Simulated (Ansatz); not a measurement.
Base system: WSe2 in the 2H-MoS2 type structure (space group P6_3/mmc, No. 194; a = 3.2791 Å, c = 12.7861 Å; layered, stacked along the Cartesian z axis).

Calculations: Ansatz (a first-principles code) PBE-D3(BJ), no spin-orbit coupling.

Before the change:

The gap character is indirect, Γ → K–Γ (47 % along) and the lattice parameter a comes out as 3.279 Å. The width of the top valence band is 1.52 eV.

Now apply this change: cell and atoms relaxed at a pressure of 7.5 GPa.

Question: How does this affect the gap character?

Answer: The gap character remains indirect, Γ → K–Γ (47 % along).

Question: What does the calculation give for the lattice parameter a after the change?

Answer: The lattice parameter a drops by 0.0716 Å (3.279 Å → 3.208 Å).

Question: What happens to the width of the top valence band?

Answer: The width of the top valence band increases by 0.14 eV (1.52 eV → 1.66 eV).

With W present, leaving out spin-orbit coupling can change the band edges. Load acts through the strain it causes; cell and atoms are relaxed under it. Stability against distortions was not tested. No other phases were tried under pressure.
